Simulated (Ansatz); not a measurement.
Consider HfSi$_{2}$ (space group Cmcm, No. 63; a = 3.683 Å, b = 14.598 Å, c = 3.658 Å).

Computed with DFT with PBE, PAW potentials and a 420 eV plane-wave cutoff in Ansatz (a program for electronic structure), spin-orbit coupling left out.

One change was made to it. Results:

The density rises by 0.128 g/cm³, from 7.93 g/cm³ to 8.05 g/cm³; the shortest interatomic distance shrinks by 0.007 Å, from 2.421 Å to 2.414 Å; the band gap stays zero.

### Question
Name the change that was made.
A. pressure 0.9 GPa
B. pressure 9 GPa
C. pressure 2.1 GPa
D. pressure 4.5 GPa

### Answer
C, pressure 2.1 GPa. For comparison, the density in the other runs: pressure 9 GPa gives 8.44 g/cm³; pressure 4.5 GPa gives 8.19 g/cm³; pressure 0.9 GPa gives 7.98 g/cm³.

Load acts through the strain it causes; cell and atoms are relaxed under it. Stability against distortions was not tested. Competing high-pressure phases were not computed. All final runs are without spin polarisation.
